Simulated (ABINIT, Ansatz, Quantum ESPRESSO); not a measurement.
## Sr (Fm-3m, 1 atom in the cell) computed with different codes at matched settings

Self-consistent single point.

```yaml
crystal:
  lattice:
    - [0.00000, 3.03361, 3.03361]
    - [3.03361, 0.00000, 3.03361]
    - [3.03361, 3.03361, 0.00000]
  atoms:
    - { symbol: Sr, position: [0.00000, 0.00000, 0.00000] }
```

Shared settings, as Ansatz (a first-principles code) writes them: kpoints.mp_grid.grid = 8 8 8; magnetization.spin_orbit = true; scf.occupations.method = fermi_dirac; scf.occupations.width = 0.1 eV. Potentials and cutoffs stand in the table.

```json
[
 {"code": "Ansatz", "model": "PBE with spin-orbit coupling, PAW files", "pressure (GPa)": "-0.18", "cutoff": "default"},
 {"code": "Quantum ESPRESSO", "model": "PBE, spin-orbit coupling, PSlibrary fully relativistic PAW (PBE) pseudopotentials", "pressure (GPa)": "-0.19", "cutoff": "45 Ry"},
 {"code": "ABINIT", "model": "PBE, spin-orbit coupling, norm-conserving pseudopotentials (PseudoDojo nc-fr-04 PBE standard)", "pressure (GPa)": "-0.18", "cutoff": "925 eV"}
]
```

The spread over the programs that give each value: pressure within 0.01 GPa.

Ansatz's pressure is given at a fixed set of plane waves, as the other plane-wave codes print theirs.

The starting cell comes from a database of computed structures (which also holds hypothetical and non-ambient phases and stackings), without a prior relaxation at this level.

Left out of this page: Elk, FLEUR and SIESTA (not drawn, or without a comparable value).

Keys are those of Ansatz 0.2.
